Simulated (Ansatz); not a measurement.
The reference is TiO₂ in the anatase structure (space group I4_1/amd, No. 141; a = 3.770 Å, c = 9.555 Å). Axes: x, y, z lie along a, b, c of the conventional cell.

All numbers come from PBEsol (Ansatz, a first-principles code, PAW, no SOC), earlier PAW set.

Before the change:

```
Quantity                         Value
-----------------------------  -------
Band gap                       2.11 eV
Width of the top valence band  0.84 eV
```

The change: biaxial strain +2.46 %, plane normal [001], relaxed out of plane (Cartesian); in-plane vectors clamped, the third vector and the atoms free.

### Question
What does the calculation give for the band gap and width of the top valence band after the change?

### Answer
The band gap decreases by 0.21 eV (2.11 eV → 1.90 eV); the width of the top valence band rises by 0.05 eV (0.84 eV → 0.89 eV).

Whether these cells are dynamically stable was not tested. The final runs are not spin-polarised.
